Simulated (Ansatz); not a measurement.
Consider NaCl in the rock salt structure (space group Fm-3m, No. 225; a = 5.601 Å). Axes: x, y, z lie along the cube axes.

Level of theory: PBEsol in Ansatz (plane waves to 420 eV, PAW, no spin-orbit coupling).

Before the change:

```
Item        Result
--------  --------
Pressure  0.01 GPa
```

One thing is altered: the cell is stretched by 1.00 % along z with no lateral relaxation; the atoms relax in the strained cell.

Problem. Predict the new energy relative to the base.

Solution. The energy grows by 0.3 meV/atom.

Problem. What happens to the pressure?

Solution. The pressure (mean of the normal stresses, compression positive) decreases by 0.25 GPa, from 0.01 GPa to -0.24 GPa.

No phonon test of stability was made.

Ansatz is an electronic-structure program.
